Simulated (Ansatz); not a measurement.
# Worked example: self-consistent single point of VOs (Pm-3m, 2 atoms in the cell) in Ansatz

Level of theory: LDA (PW92), default PAW files made with PBE (plane waves; Ansatz, a first-principles code).

This input was run:

Ansatz 0.2 input:
```yaml
# VOs
crystal:
  lattice:
    - [3.00148700, 0.00000000, 0.00000000]
    - [0.00000000, 3.00148700, 0.00000000]
    - [0.00000000, 0.00000000, 3.00148700]
  atoms:
    - { symbol: V, position: [0.00000000, 0.00000000, 0.00000000], spin: 2.0 }
    - { symbol: Os, position: [0.50000000, 0.50000000, 0.50000000] }
basis:
  ecutwfc: 420.0
kpoints:
  mp_grid: { grid: [11, 11, 11] }
hamiltonian:
  xc: lda
  pseudopotentials: { kind: paw }
magnetization:
  spin_polarized: true
scf:
  occupations: { method: fermi_dirac, width: 0.1 }
output:
  forces: true
  eigenvalues: true
  stress: true
```

Output (repeated stretches shortened):

```
WARN ansatz: RAYON_NUM_THREADS=1 ignored (pool sized by the plan → 1); use --threads N
Pseudopotentials: kind: paw
Pseudopotential: V, paw, valence charge 13
Pseudopotential: Os, paw, valence charge 16
Crystal: 2 atoms, lattice volume = 27.040 Å³
Basis set: ecut = 420 eV, 515 PW (Γ)
Bands: 20, of which v1, the nominal top of the filled ones, is band 15 counted from 1 (14 counted from 0)
Symmetry: 48 space group operations
Space group: Pm-3m (ITA 221), of the structure as read, at distance tolerance 3.0e-5 Å
Magnetic group: BNS 221.92 (UNI 1594), of the structure as read, at distance tolerance 3.0e-5 Å
k-points: 56 of 1331
PAW frozen core: V, regenerated for the run's functional, and the local potential with it
PAW frozen core: Os, regenerated for the run's functional, and the local potential with it
Initial density: superposition of atomic densities (chi_scale 0.1, normalization cell)
Starting moments: Σ|m| = 2 μB on 1 of 2 sites
Initial wavefunctions: pseudopotential atomic-orbital guess
Eigensolver: davidson
Functional: x = slater, c = lda
SCF iter   1: F=—  HF=-13981.087731 eV  |F-HF|=—  |Δ(HF+E_count)|=         —  Δρ=1.40e-1 (↑1.40e-1 ↓6.09e-2)  dr2=2.59e0  dr2_m=2.21e0  M=0.165 μB ∫|m|=0.213 μB  β_m=0.30  ethr=3.10e-3  ⟨swp⟩=4.5  Hψ=8521  notcnv=0
Mixer restart at iter 1: flushing history
all-band conjugate gradients solve this SCF's bands
preconditioner: auto → none
SCF iter   2: F=—  HF=-13979.686509 eV  |F-HF|=—  |Δ(HF+E_count)|=    1.40e0  Δρ=8.57e-2 (↑8.57e-2 ↓5.11e-2)  dr2=7.66e-1  dr2_m=1.01e0  M=0.203 μB ∫|m|=0.251 μB  β_m=0.54  ethr=3.10e-3  ⟨swp⟩=2.8  Hψ=4546  notcnv=0
SCF iter   3: F=—  HF=-13979.448564 eV  |F-HF|=—  |Δ(HF+E_count)|=   2.38e-1  Δρ=3.21e-2 (↑3.21e-2 ↓1.28e-2)  dr2=5.61e-1  dr2_m=6.85e-2  M=0.146 μB ∫|m|=0.178 μB  β_m=0.46  ethr=2.64e-3  ⟨swp⟩=2.1  Hψ=4098  notcnv=0
   [... lines left out ...]
SCF iter   9: F=—  HF=-13979.387797 eV  |F-HF|=—  |Δ(HF+E_count)|=   1.15e-5  Δρ=8.63e-5 (↑8.63e-5 ↓2.74e-5)  dr2=1.83e-6  dr2_m=7.49e-7  M=0.001 μB ∫|m|=0.001 μB  β_m=0.89  ethr=1.13e-7  ⟨swp⟩=2.0  Hψ=2829  notcnv=0
SCF iter  10: F=—  HF=-13979.387798 eV  |F-HF|=—  |Δ(HF+E_count)|=   4.30e-7  Δρ=1.51e-5 (↑1.51e-5 ↓6.67e-6)  dr2=4.79e-8  dr2_m=2.69e-8  M=0.000 μB ∫|m|=0.000 μB  β_m=0.95  ethr=6.30e-9  ⟨swp⟩=1.8  Hψ=2747  notcnv=0
SCF iter  11: F=—  HF=-13979.387798 eV  |F-HF|=—  |Δ(HF+E_count)|=   9.35e-9  Δρ=1.55e-6 (↑6.30e-7 ↓1.55e-6)  dr2=1.95e-9  dr2_m=5.58e-11  M=-0.000 μB ∫|m|=0.000 μB  β_m=0.97  ethr=1.65e-10  ⟨swp⟩=1.8  Hψ=2814  notcnv=0
SCF iter  12: F=-13979.387798 eV  HF=-13979.387798 eV  |F-HF|=2.91e-10  |Δ(HF+E_count)|=  3.20e-10  Δρ=5.31e-7 (↑5.31e-7 ↓3.34e-7)  dr2=3.26e-10  dr2_m=2.46e-12  M=-0.000 μB ∫|m|=0.000 μB  ethr=6.74e-12  ⟨swp⟩=1.0  Hψ=5756  notcnv=0
SCF 1 converged in 12 iterations: F = -13979.387798 eV  dr2 = 3.26e-10
Crystal: 2 atoms, lattice volume = 27.040 Å³
Starting moments: Σ|m| = 7 μB on 2 of 2 sites
SCF iter   1: F=—  HF=-13976.887430 eV  |F-HF|=—  |Δ(HF+E_count)|=         —  Δρ=2.32e-1 (↑2.32e-1 ↓1.81e-1)  dr2=1.25e0  dr2_m=1.03e1  M=1.360 μB ∫|m|=1.360 μB  β_m=0.30  ethr=3.10e-3  ⟨swp⟩=4.4  Hψ=8234  notcnv=0
preconditioner: auto → none
SCF iter   2: F=—  HF=-13977.975075 eV  |F-HF|=—  |Δ(HF+E_count)|=    1.09e0  Δρ=1.68e-1 (↑1.68e-1 ↓1.36e-1)  dr2=5.64e-1  dr2_m=5.59e0  M=1.116 μB ∫|m|=1.119 μB  β_m=0.30  ethr=3.10e-3  ⟨swp⟩=2.0  Hψ=3639  notcnv=0  defer=21
SCF iter   3: F=—  HF=-13978.520087 eV  |F-HF|=—  |Δ(HF+E_count)|=   5.45e-1  Δρ=1.09e-1 (↑1.04e-1 ↓1.09e-1)  dr2=1.41e-2  dr2_m=2.82e0  M=1.051 μB ∫|m|=1.053 μB  β_m=0.30  ethr=1.95e-3  ⟨swp⟩=2.4  Hψ=3999  notcnv=0  defer=21
SCF iter   4: F=—  HF=-13978.896547 eV  |F-HF|=—  |Δ(HF+E_count)|=   3.76e-1  Δρ=7.89e-2 (↑7.78e-2 ↓7.89e-2)  dr2=7.24e-3  dr2_m=1.52e0  M=0.954 μB ∫|m|=0.957 μB  β_m=0.30  ethr=4.87e-5  ⟨swp⟩=2.2  Hψ=4315  notcnv=0  defer=15
SCF iter   5: F=—  HF=-13979.103966 eV  |F-HF|=—  |Δ(HF+E_count)|=   2.07e-1  Δρ=5.92e-2 (↑5.92e-2 ↓5.71e-2)  dr2=1.98e-2  dr2_m=8.35e-1  M=0.869 μB ∫|m|=0.872 μB  β_m=0.30  ethr=2.50e-5  ⟨swp⟩=2.0  Hψ=3882  notcnv=0  defer=15
SCF iter   6: F=—  HF=-13979.213769 eV  |F-HF|=—  |Δ(HF+E_count)|=   1.10e-1  Δρ=4.34e-2 (↑4.28e-2 ↓4.34e-2)  dr2=9.84e-4  dr2_m=4.60e-1  M=0.801 μB ∫|m|=0.804 μB  β_m=0.30  ethr=2.50e-5  ⟨swp⟩=2.0  Hψ=3548  notcnv=0  defer=15
SCF iter   7: F=—  HF=-13979.276642 eV  |F-HF|=—  |Δ(HF+E_count)|=   6.29e-2  Δρ=3.34e-2 (↑3.34e-2 ↓3.27e-2)  dr2=4.87e-4  dr2_m=2.70e-1  M=0.725 μB ∫|m|=0.729 μB  β_m=0.30  ethr=3.39e-6  ⟨swp⟩=2.0  Hψ=3561  notcnv=0  defer=13
Mixer restart at iter 7: flushing history
spin-set hold released at iteration 7 (site moments contracting)
   [... lines left out ...]
iter 15 did not close the SCF: its close was put off for a magnetic moment that had not settled (scf_convergence_deferred on its scf_iter line)
iter 16 did not close the SCF: its close was put off for a magnetic moment that had not settled (scf_convergence_deferred on its scf_iter line)
iter 17 did not close the SCF: its close was put off for a magnetic moment that had not settled (scf_convergence_deferred on its scf_iter line)
WARN: the starting moments were not kept: the SCF closed with an absolute magnetisation of 7.5e-6 μB, where they sum to 2 μB in size (1 site) …
Absolute magnetization: 0.0000 μB (∫|ρ↑−ρ↓|, with the PAW one-centre terms)
Free energy (F): -13979.387798 eV
Fermi energy:    21.931555 eV
   [... lines left out ...]
--- Stress (GPa, compression-positive) ---
       -9.957279       0.000000       0.000000
        0.000000      -9.957279       0.000000
        0.000000       0.000000      -9.957279
  P = ⅓ Tr σ = -9.9573 GPa (-99.573 kbar)
  The stress holds the Pulay correction. Without it, at fixed plane waves, as pw.x and ABINIT print it: P = -10.0240 GPa
--- Band table (eV; the first three rows and the last of 112) ---
  k-point 0 ↑: bands = ["-64.7015", "-42.2251", "-24.0085", "-24.0085", "-24.0085", "-16.3016", "-16.3016", "-16.3016", "12.4455", "15.7131", "15.7131", "19.8476", "19.8476", "19.8476", "22.7552", "22.7552", "24.5947", "24.5947", "24.5947", "30.6846"]
  k-point 1 ↑: bands = ["-64.7009", "-42.2241", "-24.0232", "-24.0062", "-24.0062", "-16.3181", "-16.3026", "-16.3026", "12.6349", "15.8038", "15.8587", "19.8201", "19.8201", "19.9220", "22.5780", "22.8194", "24.2155", "24.2155", "24.4808", "30.0049"]
  k-point 2 ↑: bands = ["-64.6991", "-42.2213", "-24.0627", "-24.0002", "-24.0002", "-16.3620", "-16.3052", "-16.3052", "13.1733", "16.0695", "16.2655", "19.7544", "19.7544", "20.1404", "22.0850", "22.9960", "23.3944", "23.3944", "24.1576", "28.4713"]
  k-point 55 ↓: bands = ["-64.6778", "-42.1779", "-24.1600", "-24.1585", "-24.1585", "-16.4660", "-16.4660", "-16.4628", "17.2476", "17.3593", "17.3593", "19.4508", "19.5093", "19.5093", "22.9442", "22.9442", "23.4688", "23.4688", "28.9687", "30.9301"]
```

The run converged, with 30 iterations in all over 2 SCF loops.

The starting cell comes from a database of computed structures (which also holds hypothetical and non-ambient phases and stackings), without a prior relaxation at this level. Its lattice was rescaled by up to half a per cent. Spin-orbit coupling is off. The starting moments vanished: the run ended non-magnetic, which need not be the lowest state. The program warned that a starting moment was not kept. With a pressure of about -10 GPa the cell is away from its equilibrium volume at this level. Ansatz's pressure includes its estimate of the finite-basis (Pulay) stress.
